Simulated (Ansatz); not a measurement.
The parent structure is Pb in the fcc (Cu type) structure (space group Fm-3m, No. 225; a = 4.934 Å; relaxed with 0.1 eV smearing). Axes: x, y, z lie along the cube axes.

Level of theory: PBEsol in Ansatz (plane waves to 420 eV, PAW, scalar-relativistic without spin-orbit coupling).

For the base:

| Quantity | Value |
|---|---|
| Shortest interatomic distance | 3.489 Å |

Now apply this change: uniaxial strain ε_yy = −1.69 %, all other strain components held at zero, atoms relaxed at fixed cell.

Problem. What does the calculation give for the energy relative to the base, stress and shortest interatomic distance after the change?

Solution. The energy rises by 1.6 meV/atom; the stress (xx, yy, zz, yz, xz, xy; compression positive) is (0.8, 1.0, 0.8, 0.0, 0.0, 0.0) GPa; the shortest interatomic distance falls by 0.029 Å, from 3.489 Å to 3.460 Å.

Whether these cells are dynamically stable was not tested.

Ansatz is a program for electronic structure.
